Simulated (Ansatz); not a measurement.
Abridged Ansatz (an electronic-structure program) output:

```
Pseudopotential: Pd, paw, valence charge 18
Pseudopotential: Co, paw, valence charge 17
Pseudopotential: O, paw, valence charge 6
Crystal: 4 atoms, lattice volume = 42.168 Å³
Basis set: ecut = 420 eV, 829 PW (Γ), exchange–correlation on 90×90×90 points (8 copies of the dense FFT grid, shifted against one another)
Bands: 28, of which v1, the nominal top of the filled ones, is band 24 counted from 1 (23 counted from 0)
Symmetry: 12 space group operations
k-points: 417 of 4096
Functional: x = pbe(κ = 0.804, μ = 0.2195149727645171), c = pbe(β = 0.06672455060314922)
SCF iter   1: F=—  HF=-13232.308722 eV  |F-HF|=—  |Δ(HF+E_count)|=         —  Δρ=6.84e-3  dr2=2.60e-2  ethr=1.77e-3  ⟨swp⟩=6.2  Hψ=46341  notcnv=0
SCF iter   2: F=—  HF=-13232.307679 eV  |F-HF|=—  |Δ(HF+E_count)|=   1.04e-3  Δρ=2.35e-3  dr2=4.27e-3  ethr=5.53e-5  ⟨swp⟩=1.8  Hψ=16340  notcnv=0
SCF 1 converged in 8 iterations: F = -13232.307318 eV  dr2 = 2.41e-11
SCF converged after 8 iterations
Free energy (F): -13232.307318 eV
Internal energy: -13232.304476 eV  (E = F + TS)
E sigma→0 (E₀):  -13232.305897 eV
Entropy (-TS):   -0.002842 eV (-0.711 meV/atom)
Fermi energy:    14.334944 eV
--- Forces (eV/Å), atoms counted from 1 ---
  atom   1  Pd     0.00000000     0.00000000     0.00000000
  atom   2  Co     0.00000000     0.00000000    -0.00000000
  atom   3  O     -0.00000000    -0.00000000    -0.00009234
  atom   4  O     -0.00000000     0.00000000     0.00009234
--- Stress (GPa, compression-positive) ---
       -0.001203       0.000000       0.000000
        0.000000      -0.001203      -0.000000
       -0.000000      -0.000000      -0.006808
  P = ⅓ Tr σ = -0.0031 GPa (-0.031 kbar)
```

Problem. What was computed, and what are the main results?

Solution. CoPdO2, 4 atoms in the cell, with PBE (Ansatz), no SOC. The last SCF converged to F = -13232.307318 eV, or -3308.0768 eV per atom, at a pressure of 0.00 GPa. The total energy compares only with runs of the same code, potentials and settings.

No phonon test of stability was made. Starting moments died away, wholly or in part, for the base; another magnetic solution may exist. No Hubbard U is applied and the magnetic state is the run's own (CoPdO2 non-magnetic); other magnetic orders, which need larger cells, were not tried and can change the gap. The final runs are not spin-polarised. An odd electron count without spin: CoPdO2. The cell is CoPdO2 (space group R-3m, No. 166; non-magnetic).
